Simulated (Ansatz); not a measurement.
**Parameter sweep on Rb2LaInF6 (Fm-3m, 10 atoms in the cell)**

```xyz
10
Lattice="0.0000 4.9114 4.9114 4.9114 0.0000 4.9114 4.9114 4.9114 0.0000" Properties=species:S:1:pos:R:3 pbc="T T T"
Rb     2.4557     2.4557     2.4557
Rb     7.3670     7.3670     7.3670
In     4.9114     4.9114     4.9114
La     0.0000     0.0000     0.0000
F      2.4645     4.9114     4.9114
F      7.3582     4.9114     4.9114
F      4.9114     2.4645     4.9114
F      4.9114     7.3582     4.9114
F      4.9114     4.9114     2.4645
F      4.9114     4.9114     7.3582
```

Base run A: PBE (Ansatz, a program for electronic structure), self-consistent single point.

Its settings: basis.ecutwfc = 30.9 Ry; kpoints.mp_grid.grid = 3 3 3; hamiltonian.xc = pbe; hamiltonian.pseudopotentials = {kind: paw} (the program's default PAW files); scf.occupations.method = methfessel_paxton; scf.occupations.width = 0.0073 Ry.

The starting cell was generated: these elements placed on a structure prototype, without a prior relaxation; it need not be a known phase or ordering of this composition. Its lattice was rescaled by a random factor within 2.5 % of one. In the base run, forces exceed 1 eV/Å. Ansatz's pressure includes its estimate of the finite-basis (Pulay) stress.

ΔF is the free energy per atom less that of run A. 

| run | scf.mixing.algorithm, scf.mixing.beta | ΔF (meV/atom) | pressure (GPa) | largest force (eV/Å) | gap on the mesh (eV) | iterations |
|---|---|---|---|---|---|---|
| A | default (the program chose MSR1), default | 0.00 | -1.75 | 1.699 | 1.765 | 7 |
| B | anderson, 0.02 | 0.00 | -1.75 | 1.699 | 1.765 | 14 |
| C | anderson, 0.05 | 0.00 | -1.75 | 1.699 | 1.765 | 13 |
| D | anderson, 0.1 | 0.00 | -1.75 | 1.699 | 1.765 | 12 |
| E | anderson, 0.2 | 0.00 | -1.75 | 1.699 | 1.765 | 9 |
| F | anderson, 0.3 | 0.00 | -1.75 | 1.699 | 1.765 | 9 |
| G | anderson, 0.5 | 0.00 | -1.75 | 1.699 | 1.765 | 8 |
| H | anderson, 0.7 | 0.00 | -1.75 | 1.699 | 1.765 | 7 |
| I | anderson, 0.9 | 0.00 | -1.75 | 1.699 | 1.765 | 7 |
| J | anderson, 1 | 0.00 | -1.75 | 1.699 | 1.765 | 7 |

Runs B, C, D, E, F, G, H, I, J gave the same state as A (within 1 meV/atom). The fewest iterations to that state were 7 (A, H, I, J); the most were 14.

Keys are those of Ansatz 0.2.
